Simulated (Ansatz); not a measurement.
Base system: CuI in the zinc blende structure (space group F-43m, No. 216; a = 6.0230 Å).

Method: r2SCAN (Ansatz, a program for electronic structure), scalar-relativistic without spin-orbit coupling.

Before the change:

| Quantity | Result |
|---|---|
| Valley order | Γ 1.67 eV; L along ⟨111⟩ 2.57 eV; X along ⟨100⟩ 2.90 eV |

Now apply this change: 0.0382 holes added to each cell, a density of 7.0×10^20 cm⁻³, with a uniform compensating background at fixed cell and a 300 K Fermi–Dirac width.

Problem. What does the calculation give for the valley order after the change?

Solution. The valley order (the lowest conduction-band minima on the path, energy above the VBM, named in the base's zone) changes from Γ 1.67 eV; L along ⟨111⟩ 2.57 eV; X along ⟨100⟩ 2.90 eV to Γ 1.72 eV; L along ⟨111⟩ 2.61 eV; X along ⟨100⟩ 2.96 eV.

Charged cell with a jellium background: band edges are those of the host's band count, energies are not comparable with the neutral cell, and many-body gap narrowing is missing. Spin-orbit coupling, missing from the scalar runs, can matter with I. The levels and masses belong to the bands next to the band gap. Stability against distortions was not tested. The final runs are not spin-polarised.
